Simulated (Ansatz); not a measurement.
## A computed series for MgO: response to strain

Base system: MgO in the rock salt structure (space group Fm-3m, No. 225; a = 4.204 Å).

Strains are applied to the cell and any free atomic positions relax.

Computed with plane-wave PAW DFT at the r2SCAN level (Ansatz, a program for electronic structure, 500 eV), no spin-orbit coupling.

Notes on the quantities. energy relative to the base: free energy F.

```json
[
 {"case": "base", "energy relative to the base": "0 meV/atom", "pressure": "0.00 GPa", "band gap": "5.68 eV"},
 {"case": "isotropic strain +0.50 %", "energy relative to the base": "+1.1 meV/atom", "pressure": "-2.42 GPa", "band gap": "5.53 eV"},
 {"case": "isotropic strain +1.00 %", "energy relative to the base": "___", "pressure": "-4.68 GPa", "band gap": "5.39 eV"},
 {"case": "isotropic strain +1.50 %", "energy relative to the base": "+9.3 meV/atom", "pressure": "-6.80 GPa", "band gap": "___"},
 {"case": "isotropic strain +2.00 %", "energy relative to the base": "+16 meV/atom", "pressure": "-8.77 GPa", "band gap": "5.10 eV"},
 {"case": "isotropic strain +2.50 %", "energy relative to the base": "+25 meV/atom", "pressure": "-10.62 GPa", "band gap": "4.96 eV"},
 {"case": "isotropic strain +3.00 %", "energy relative to the base": "+36 meV/atom", "pressure": "___", "band gap": "___"}
]
```

**Question.** Fill in the withheld entries from the trend.

**Answer.** 
- isotropic strain +1.00 %, energy relative to the base: +4.2 meV/atom
- isotropic strain +1.50 %, band gap: 5.24 eV
- isotropic strain +3.00 %, pressure: -12.34 GPa
- isotropic strain +3.00 %, band gap: 4.83 eV

Whether these cells are dynamically stable was not tested.
